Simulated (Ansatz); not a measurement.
Relaxation of cell and atoms of GaP (F-43m, 2 atoms in the cell) at several settings

```xyz
2
Lattice="0.0000 2.6808 2.6808 2.6808 0.0000 2.6808 2.6808 2.6808 0.0000" Properties=species:S:1:pos:R:3 pbc="T T T"
Ga     0.0000     0.0000     0.0000
P      1.3404     1.3404     1.3404
```

Base: LDA (PW92), PAW files made with PBE run with Ansatz (a quantum-chemistry and plane-wave program). Its settings: basis.ecutwfc = 420 eV; kpoints.mp_grid.grid = 9 9 9; hamiltonian.xc = lda; hamiltonian.pseudopotentials = {kind: paw} (an earlier, softer set of the program's PAW files); scf.occupations.method = fixed. Starting volume 19.27 Å³ per atom.

Each line gives the change from the base single point and the result:

- relax: default → cell and atoms: pressure 0.02 GPa; final cell a = b = c = 3.8121 Å, α = β = γ = 60.00°; final volume per atom 19.59 Å³; relaxation steps 4; free energy against the base single point -1.5 meV/atom.
- relax: default → cell and atoms; relax.cell.p_target: default → -2 GPa: pressure -1.99 GPa; final cell a = 3.842 Å, b = 3.842 Å, c = 3.842 Å, α = 60.00°, β = 60.00°, γ = 60.00°; final volume per atom 20.05 Å³; relaxation steps 5; free energy against the base single point 1.4 meV/atom.

The starting cell comes from a database of computed structures (which also holds hypothetical and non-ambient phases and stackings), without a prior relaxation at this level. Its lattice was rescaled by a random factor within 2.5 % of one. Ansatz's pressure includes its estimate of the finite-basis (Pulay) stress.

Left out of this page: 1 run of the series outside the window shown, repeating another row's setting, or not comparable.

Keys are those of Ansatz 0.2.
